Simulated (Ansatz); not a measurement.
LuPd (Pm-3m), PBEsol, DFPT electron-phonon coupling, linearised Boltzmann equation (Ansatz, an electronic-structure program): phonon-limited resistivity 8.32 μΩ·cm at 300 K, 11.2 μΩ·cm at 400 K, current-weighted mean free path 10.6 nm, Drude plasma energy 6.88 eV.

### Question
Estimate the electronic thermal conductivity at 300 K by the Wiedemann-Franz law (L₀ = 2.44×10⁻⁸ W·Ω/K²).

### Answer
L₀T/ρ = 2.44×10⁻⁸ × 300/(8.32×10⁻⁸) = 88.0 W/(m·K). Inelastic scattering puts the true Lorenz number somewhat under L₀ near and below the Debye temperature.

### Question
What Drude relaxation time do resistivity and plasma energy imply?

### Answer
ω_p = 1.05e16 s⁻¹, so τ = 1/(ε₀ ω_p² ρ) = 12.4 fs, a damping ħ/τ of 53.0 meV.

### Question
What is the classical skin depth at 10 GHz (nonmagnetic, μ₀ = 1.257×10⁻⁶ H/m)?

### Answer
δ = √(ρ/(π f μ₀)) = 1450 nm.

A metal at this level (no band gap). Only scattering by harmonic phonons is included (no impurities, grain boundaries, electron-electron scattering or thermal expansion). Spin-orbit coupling is left out, which matters with elements this heavy. Halving the electron mesh (24x24x24) moves the resistivity by up to 3 % at 300 K, the mean free path by up to 2 %. Smearing 0.20 eV; phonons on a 4x4x4 q mesh, which this run doesn't test.

Formula and space group known from diffraction (Crystallography Open Database), not checked to be the room-temperature form: LuPd (Pm-3m).
